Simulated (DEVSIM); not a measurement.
# abrupt InP p-n junction

System: abrupt InP p-n junction, at 300 K.

| layer (left to right) | material | thickness (μm) | Nd (cm⁻³) | Na (cm⁻³) | τn (s) | τp (s) |
|---|---|---|---|---|---|---|
| 1 | InP | 96.0 | - | 7.4e16 | 8.7e-9 | 8.7e-9 |
| 2 | InP | 140 | 1.7e14 | - | 8.7e-9 | 2.6e-10 |

Left contact: ohmic. Right contact: ohmic. Voltage is applied to the left contact. Recombination: SRH at mid-gap, radiative, Auger. Mobility is constant in doping.

Constants are typed, rounded textbook-type inputs, not results; the design itself was drawn at random and stands for no fabricated device. Values at 300 K.

```csv
parameter,InP
gap (eV),1.344
affinity (eV),4.38
permittivity,12.5
Nc (cm⁻³),5.7e17
Nv (cm⁻³),1.1e19
μn (cm²/Vs),5200
μp (cm²/Vs),170
B (cm³/s),1.2e-10
Cn (cm⁶/s),9e-31
Cp (cm⁶/s),9e-31
```

DEVSIM, 1D drift-diffusion, Boltzmann statistics, complete ionisation; no tunnelling, impact ionisation, image-force lowering or self-heating.

The potential step across the device at zero bias is 1.005 V and the largest field in the device at zero bias is 15000 V/cm. The dark forward voltage at 1 A/cm² comes out as 0.961 V.

Dark reverse current:

```csv
V (V),J (A/cm²)
-0.20,-1.4e-8
-0.50,-2.6e-8
-1.00,-4.1e-8
-1.50,-5.3e-8
-2.00,-6.4e-8
-3.00,-8.3e-8
-4.00,-1.0e-7
-5.00,-1.1e-7
-6.50,-1.3e-7
-8.00,-1.5e-7
-10.00,-1.7e-7
```

Dark forward current:

(V (V), J (A/cm²)): (0.05, 1.8e-8); (0.10, 7.5e-8); (0.20, 7.0e-7); (0.25, 2.0e-6); (0.30, 5.5e-6); (0.35, 1.5e-5); (0.45, 0.00012); (0.50, 0.00035); (0.55, 0.0010); (0.65, 0.0093); (0.70, 0.028); (0.75, 0.078); (0.85, 0.38); (0.90, 0.63); (0.95, 0.94); (1.00, 1.3); (1.10, 2.0); (1.15, 2.4); (1.20, 2.9); (1.30, 3.7); (1.35, 4.2); (1.40, 4.6); (1.50, 5.5); (1.55, 6.0); (1.60, 6.5); (1.65, 6.9); (1.75, 7.9); (1.80, 8.4)
